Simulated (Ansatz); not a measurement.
The starting structures come from a database of crystals and need not be the phases stable at ambient conditions.

 Where the default PAW files enter, the runs use the earlier of Ansatz's two default sets.

The decay constant κ of evanescent states in the gap governs leakage through a thin film.

Input:

```xyz
9
Lattice="7.1685 0.0000 0.0000 -3.5842 6.2081 0.0000 3.5842 2.0694 5.8530" Properties=species:S:1:pos:R:3 pbc="T T T"
Tl     3.5842     2.0694     1.4633
Tl     3.5842     6.2081     4.3898
Sn     0.0000     0.0000     0.0000
Cl     5.3272     3.0756     4.4300
Cl     1.8413     5.2018     1.4231
Cl     9.0098     3.0756     4.4300
Cl     5.3272     5.2018     1.4231
Cl     7.1685     6.2649     4.4300
Cl     0.0000     2.0126     1.4231
```

Space group of this cell: Fm-3m. The cell was relaxed by PBE-D3(BJ); by r2SCAN its mean pressure is -1.1 GPa.

Transport runs along the normal of the first two printed cell vectors, the (111) plane of the conventional cell.

No gap correction and no spin-orbit coupling; mid-gap values are interpolated between computed energies.

Q: Give the band gap and the smallest decay constant κ at mid-gap that r2SCAN run with Ansatz (a program for electronic structure) yields.

A: Gap 2.84 eV on a 6×6×6 mesh; κ = 0.329 1/Å, at the zone centre.
